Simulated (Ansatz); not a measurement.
**Defect calculation: H interstitial in zinc-blende BP**

All values below come from PBE, PAW (plane waves to 420 eV; Ansatz, a program for electronic structure). A 2×2×2 supercell of 64 sites was used; the energies come from a 2×2×2 shifted sampling of its zone. Site at the start: void with 4B nearest. Charged cells carry a point-charge image correction with potential alignment at far atoms. Dielectric constants: PBE linear response of the host. Host gap at this level: 1.25 eV. A cell of this size leaves errors of a few tenths of an eV. Levels are measured in PBE's own, too narrow, gap. Spin–orbit coupling is left out. Each state is the lowest found from its start.

The name describes the start; the neighbours show where the added atom ended.

```tsv
charge	moment (μB)	largest move off a lattice site (Å)	neighbours of the added atom at the end (Å)	image correction with alignment (eV)
+1	not spin-polarised	0.32	B 1.29, P 1.50, P 2.15, B 2.48, B 2.48, P 2.69, P 2.69	0.23
0	1.0	0.49	B 1.24, P 1.57, P 2.48, P 2.48, P 2.48	0.00
−1†	not spin-polarised	0.68	B 1.20, P 1.74, P 2.48, P 2.48, P 2.48	0.16
```

† Not settled in this cell, so no level is given: charge −1: level within 0.1 eV of a band edge or past it.

No other site or start that was run ended lower by more than 0.1 eV.

Transition levels above the valence-band maximum: ε(+1/0) = 0.57 eV. On the lower envelope of the bound states, inside the gap: (+1/0) at 0.57 eV.
